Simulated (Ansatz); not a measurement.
Base system: Ti3Al (space group P6_3/mmc, No. 194).

```
CELL_PARAMETERS angstrom
      5.74737     0.00000     0.00000
     -2.87369     4.97737     0.00000
      0.00000     0.00000     4.63190
ATOMIC_POSITIONS crystal
  Ti 0.82982 0.65964 0.25000
  Ti 0.17018 0.82982 0.75000
  Ti 0.34036 0.17018 0.25000
  Ti 0.17018 0.34036 0.75000
  Ti 0.82982 0.17018 0.25000
  Ti 0.65964 0.82982 0.75000
  Al 0.33333 0.66667 0.25000
  Al 0.66667 0.33333 0.75000
```

Cartesian axes are those of the cell as printed.

Level of theory: r2SCAN in Ansatz (plane waves to 500 eV, PAW, scalar-relativistic without spin-orbit coupling), earlier PAW set.

For the base:

- Shortest interatomic distance = 2.813 Å

Perturbation: the cell is compressed by 1.15 % along y with no lateral relaxation, atoms relaxed at fixed cell.

Question: What happens to the largest internal atomic displacement?

Answer: The largest internal atomic displacement comes out as 0.016 Å.

Question: Estimate the effect on the energy relative to the base.

Answer: The energy grows by 1.4 meV/atom.

Question: What does the calculation give for the shortest interatomic distance after the change?

Answer: The shortest interatomic distance falls by 0.019 Å, from 2.813 Å to 2.794 Å.

The cells carry an imposed strain or load. Stability against distortions was not tested. All final runs are without spin polarisation.

Ansatz is an electronic-structure program.
